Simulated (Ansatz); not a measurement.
**A computed series for TaAs2: pressure series**

The parent structure is TaAs2 (space group C2/m, No. 12; a = 9.3332 Å, b = 3.3691 Å, c = 7.7466 Å, α = γ = 90.00°, β = 119.66°; a cell from a computed database, its experimental status unchecked).

Cell and atoms are relaxed at each pressure.

Computed with DFT with PBEsol, PAW potentials and a 420 eV plane-wave cutoff in Ansatz (a program for electronic structure), no SOC.

Notes on the quantities. enthalpy: H = E + PV relative to the base's energy.

| change | volume per atom | enthalpy |
|---|---|---|
| base | 17.64 Å³ | – |
| pressure 0.3 GPa | 17.60 Å³ | +0.03 eV/atom |
| pressure 0.7 GPa | 17.56 Å³ | +0.08 eV/atom |
| pressure 1.5 GPa | 17.46 Å³ | +0.16 eV/atom |

Load acts through the strain it causes; cell and atoms are relaxed under it. No phonon test of stability was made. The final runs are not spin-polarised.
